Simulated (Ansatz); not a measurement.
System: GdRh2 (Fd-3m, No. 227; cell taken from a computed entry). Method: r²SCAN in Ansatz (plane waves, PAW).

Numerical settings: plane-wave cutoff 500 eV, 14×14×14 k mesh, Fermi–Dirac smearing 0.1 eV, spin-polarised start, scalar-relativistic PAW data made under PBE.

Computed at the level's own relaxed cell.

### Question
Estimate the volume per atom that the calculation returns.

### Answer

- volume per atom: 17.75 Å³/atom

Note: the magnetic order was assumed, not searched for or taken from measurement; the relaxation could not lower the start's symmetry, so the cell can be a saddle point above a distorted one; the 4f shell is treated without U or exact exchange, so its levels and filling can be wrong.

Spin–orbit coupling is not included.

The computed numbers hold no vibrational or temperature effects.

The result took roughly 19 core-minutes.

Ansatz is a quantum-chemistry and plane-wave program.
